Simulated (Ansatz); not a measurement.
Base system: Hf in the hcp (Mg type) structure (space group P6_3/mmc, No. 194; a = 3.2040 Å, c = 5.0726 Å; relaxed with 0.1 eV smearing). Axes: x lies along a and z along c of the hexagonal cell.

The values are results of DFT with PBE, PAW potentials and a 420 eV plane-wave cutoff in Ansatz (an electronic-structure program), no spin-orbit coupling, not measurements.

For the base:

```
Quantity  Result
--------  ------
Band gap    zero
```

Modification: biaxial strain +0.51 %, plane normal [001], relaxed out of plane (Cartesian); in-plane vectors clamped, the third vector and the atoms free.

Predict the new in-plane stress.

The mean in-plane stress (compression positive) comes out as -1.0 GPa.

What happens to the band gap?

The band gap stays zero.

Whether these cells are dynamically stable was not tested. All final runs are without spin polarisation.
